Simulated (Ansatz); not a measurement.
Ni₃Ge (Pm-3m, No. 221, 4 atoms in the cell; start mp-21008)

Computed with r²SCAN (PAW; Ansatz, a first-principles code).

Numerical settings: plane-wave cutoff 500 eV, 12×12×12 k mesh, Fermi–Dirac smearing 0.05 eV, no spin polarisation, scalar-relativistic PAW data made under PBE.

Cell (relaxed at this level):

```
CELL_PARAMETERS angstrom
      3.53269     0.00000     0.00000
      0.00000     3.53269     0.00000
      0.00000     0.00000     3.53269
ATOMIC_POSITIONS crystal
  Ni 0.50000 0.00000 0.50000
  Ni 0.00000 0.50000 0.50000
  Ni 0.50000 0.50000 0.00000
  Ge 0.00000 0.00000 0.00000
```

```
Quantity  Value
--------  -----
band gap   none
```

Note: the relaxation could not lower the start's symmetry, so the cell can be a saddle point above a distorted one.

Spin–orbit coupling is not included.

It cost about 80 core-seconds (a rough figure) of CPU time.

A start named mp-… is a Materials Project structure, which need not be a measured phase.
